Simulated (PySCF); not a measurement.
PySCF 2.14.0, B3LYP/def2-svp, df: Ti(NH)(OH)(NMe2) (C[N](C)[Ti](=[NH])[OH]), 14 atoms. The geometry is a generated start, not checked to be a minimum at this level.

```yaml
task: energy
method: b3lyp
basis: def2-svp
two_electron_scheme: density fitting
mol.max_memory: 3000 MB
mf.max_cycle: 100
mf.conv_tol: 1e-09 (default)
mf.grids.level: 3 (default)
basis_functions: 141
grid_points: 169496
```

```xyz
14

Ti     0.2563    -1.5096     0.3268
N      0.1681    -2.2146    -1.2208
H      0.5277    -2.1059    -2.1736
O      1.9041    -0.9020     0.5836
H      2.6156    -1.0658    -0.0547
N     -0.8470     0.0153     0.2697
C     -0.6998     0.8470    -0.9112
C     -0.5396     0.7813     1.4693
H     -1.3095     1.7573    -0.8226
H      0.3644     1.1528    -1.0607
H     -1.0356     0.2741    -1.7822
H      0.4885     1.1895     1.4507
H     -1.2340     1.6313     1.5648
H     -0.6591     0.1494     2.3608
```

Charge 0 and multiplicity 1 are set for this test and not shown to be the ground state.

With the defaults (mf.DIIS = CDIIS, mf.diis_space = 8, mf.diis = true, mf.level_shift = 0, mf.init_guess = minao, mf.damp = 0, mf.diis_start_cycle = 1) it converges in 15 Fock builds. One run each on 2 threads, 1 BLAS thread, with these changes:
- mf.level_shift = 0.3 Hartree
- mf.init_guess = sap
- mf.init_guess = huckel
- mf.damp = 0.3, mf.diis_start_cycle = 4
- mf.DIIS = EDIIS
- mf.diis = false
- mf.diis_space = 3
- mf.level_shift = 0.1 Hartree
- mf.init_guess = mod_huckel

Task: Which runs fail or end elsewhere than the default run?

Result: No convergence: mf.DIIS = EDIIS; mf.diis_space = 3; mf.diis = false (the run ends without SCF convergence in 100 cycles). The rest reach the solution of the defaults.

```json
[
 {"setting": "the defaults", "Fock builds": "15", "end": "same solution"},
 {"setting": "mf.init_guess = sap", "Fock builds": "18", "end": "same solution"},
 {"setting": "mf.level_shift = 0.1 Hartree", "Fock builds": "19", "end": "same solution"},
 {"setting": "mf.init_guess = mod_huckel", "Fock builds": "20", "end": "same solution"},
 {"setting": "mf.init_guess = huckel", "Fock builds": "21", "end": "same solution"},
 {"setting": "mf.damp = 0.3, mf.diis_start_cycle = 4", "Fock builds": "24", "end": "same solution"},
 {"setting": "mf.level_shift = 0.3 Hartree", "Fock builds": "28", "end": "same solution"},
 {"setting": "mf.DIIS = EDIIS", "Fock builds": "101", "end": "no convergence"},
 {"setting": "mf.diis_space = 3", "Fock builds": "101", "end": "no convergence"},
 {"setting": "mf.diis = false", "Fock builds": "101", "end": "no convergence"}
]
```
